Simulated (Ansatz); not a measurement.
Abridged Ansatz (an electronic-structure program) output:

```
Relaxation: its limit of steps is 60 (relax.max_steps)
Pseudopotential: Mo, paw, valence charge 14
Pseudopotential: Se, paw, valence charge 16
Crystal: 6 atoms, lattice volume = 105.620 Å³
Basis set: ecut = 420 eV, 2093 PW (Γ), exchange–correlation on 48×48×162 points (8 copies of the dense FFT grid, shifted against one another)
Bands: 56, of which v1, the nominal top of the filled ones, is band 46 counted from 1 (45 counted from 0)
Symmetry: 24 space group operations
k-points: 38 of 432
Functional: x = pbe(κ = 0.804, μ = 0.2195149727645171), c = pbe(β = 0.06672455060314922)
SCF iter   1: F=—  HF=-31794.861824 eV  |F-HF|=—  |Δ(HF+E_count)|=         —  Δρ=6.24e-3  dr2=3.48e-2  ethr=1.77e-3  ⟨swp⟩=6.0  Hψ=7473  notcnv=0  defer=4
SCF iter   2: F=—  HF=-31794.868043 eV  |F-HF|=—  |Δ(HF+E_count)|=   6.22e-3  Δρ=3.51e-3  dr2=9.86e-3  ethr=3.78e-5  ⟨swp⟩=1.9  Hψ=2588  notcnv=0  defer=17
SCF 1 converged in 7 iterations: F = -31794.871242 eV  dr2 = 6.58e-9
relax step   1: F+E_penalty+E_count = -31794.87124208 eV  Δ(F+E_penalty+E_count) = +0.000e0 eV  max|allowed force component| = 6.491e-5 eV/Å  Δτ_max = 0.0000 Å  P = +9.003 GPa  Ω = 105.620 Å³  (7 SCF iters, dr2 threshold 1.00e-7 eV, accepted)
[... steps on the carried basis left out ...]
relax step   7: F+E_penalty+E_count = -31794.51129107 eV  Δ(F+E_penalty+E_count) = +8.876e-4 eV  max|allowed force component| = 7.009e-8 eV/Å  Δτ_max = 0.0000 Å  P = +15.002 GPa  Ω = 100.757 Å³  stress off target by 2.54e-3 GPa  SCF on the basis re-selected at this cell (its energy is not comparable with the rows above)  (6 SCF iters)
SCF converged after 6 iterations
Free energy (F): -31794.511291 eV
Internal energy: -31794.510375 eV  (E = F + TS)
E sigma→0 (E₀):  -31794.510833 eV
Entropy (-TS):   -0.000916 eV (-0.153 meV/atom)
Fermi energy:    16.368199 eV
  E_disp       = -3.395635  (pairwise vdW)
--- Forces (eV/Å), atoms counted from 1 ---
  atom   1  Mo    -0.00000000     0.00000000     0.00000000
  atom   2  Mo    -0.00000000    -0.00000000     0.00000000
  atom   3  Se     0.00000000     0.00000000     0.00000007
  atom   4  Se     0.00000000    -0.00000000     0.00000007
  atom   5  Se    -0.00000000    -0.00000000    -0.00000007
  atom   6  Se    -0.00000000     0.00000000    -0.00000007
--- Stress (GPa, compression-positive) ---
       15.002545       0.000000       0.000000
        0.000000      15.002545       0.000000
        0.000000       0.000000      15.001191
  P = ⅓ Tr σ = 15.0021 GPa (150.021 kbar)
--- Relaxed structure (6 steps of the walk, 5 accepted, 1 SCFs on fresh bases) ---
  cell:  # Å, volume = 100.7574 Å³
    - [3.1445038780707963, 0.0, 0.0]
    - [-1.5722519390353982, 2.723220240707995, 0.0]
    - [0.0, 0.0, 11.766355858888344]
  atoms:
    - { symbol: Mo, position: [0.33333333333333337, 0.6666666666666667, 0.25] }
    - { symbol: Mo, position: [0.6666666666666666, 0.33333333333333337, 0.75] }
    - { symbol: Se, position: [0.33333333333333337, 0.6666666666666667, 0.6066904523924791] }
    - { symbol: Se, position: [0.6666666666666666, 0.33333333333333337, 0.10669045239247908] }
    - { symbol: Se, position: [0.6666666666666666, 0.33333333333333337, 0.39330954760752085] }
    - { symbol: Se, position: [0.33333333333333337, 0.6666666666666667, 0.8933095476075208] }
```

What was computed, and what are the main results?

MoSe2, 6 atoms in the cell, with plane-wave PAW DFT at the PBE-D3(BJ) level (Ansatz, 420 eV), no SOC, from a series relaxed to a target (pressure 15 GPa). The last SCF converged to F = -31794.511291 eV, or -5299.0852 eV per atom, at a pressure of 15.00 GPa. The total energy compares only with runs of the same code, potentials and settings.

Load acts through the strain it causes; cell and atoms are relaxed under it. No phonon test of stability was made. No other phases were tried under pressure. The cell was made from MoSe2 in the 2H-MoS2 type structure (space group P6_3/mmc, No. 194; layered, stacked along the Cartesian z axis) by this change: pressure 15 GPa.

Keys are those of Ansatz 0.2.
